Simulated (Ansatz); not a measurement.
Parameter sweep on Li3ClO (Pm-3m, 5 atoms in the cell)

Li3ClO is taken in the cubic space group Pm-3m (No. 221), the anti-perovskite structure, Pearson symbol cP5. Lattice parameters: a = b = c = 3.908 Å, α = β = γ = 90.00°. Li on 3c sees 2 O at 1.954 Å and 4 Cl at 2.764 Å (octahedral). Cl on 1a sees 12 Li at 2.764 Å (cuboctahedral). O on 1b has 6 Li at 1.954 Å (octahedral). (Neighbours: up to the widest gap in distance over summed covalent radii, below 1.35, at either atom; cation-cation and far metal-metal contacts left out.)

Base run A: PBEsol, default PAW files made with PBE (Ansatz, a program for electronic structure), self-consistent single point.

Its settings: kpoints.mp_grid.grid = 9 9 9; hamiltonian.xc = pbesol; hamiltonian.pseudopotentials = {kind: paw} (the program's default PAW files); scf.occupations.method = gaussian; scf.occupations.width = 0.0015 Ry.

The starting cell comes from a database of computed structures (which also holds hypothetical and non-ambient phases and stackings), without a prior relaxation at this level. Ansatz's pressure includes its estimate of the finite-basis (Pulay) stress. A gap is left out here, as mesh or smearing make it unsure.

ΔF is the free energy per atom less that of run A. 

Run A gave: pressure (GPa) -2.67; iterations 7.

Runs:
- B: scf.mixing.algorithm, scf.mixing.beta = anderson, 0.02
- C: scf.mixing.algorithm, scf.mixing.beta = anderson, 0.05
- D: scf.mixing.algorithm, scf.mixing.beta = anderson, 0.1
- E: scf.mixing.algorithm, scf.mixing.beta = anderson, 0.2
- F: scf.mixing.algorithm, scf.mixing.beta = anderson, 0.3
- G: scf.mixing.algorithm, scf.mixing.beta = anderson, 0.5
- H: scf.mixing.algorithm, scf.mixing.beta = anderson, 0.7
- I: scf.mixing.algorithm, scf.mixing.beta = anderson, 0.9
- J: scf.mixing.algorithm, scf.mixing.beta = anderson, 1

Problem. Which runs reach the base run's state, and which is quickest in iterations?

Solution. Runs B, C, D, E, F, G, H, I, J reached the same state as A (within 1 meV/atom). The fewest iterations to that state were 6 (I, J); the most were 13.

| run | ΔF (meV/atom) | pressure (GPa) | iterations |
|---|---|---|---|
| A | 0.00 | -2.67 | 7 |
| B | 0.00 | -2.67 | 13 |
| C | 0.00 | -2.67 | 12 |
| D | 0.00 | -2.67 | 11 |
| E | 0.00 | -2.67 | 10 |
| F | 0.00 | -2.67 | 9 |
| G | 0.00 | -2.67 | 7 |
| H | 0.00 | -2.67 | 7 |
| I | 0.00 | -2.67 | 6 |
| J | 0.00 | -2.67 | 6 |

Keys are those of Ansatz 0.2.
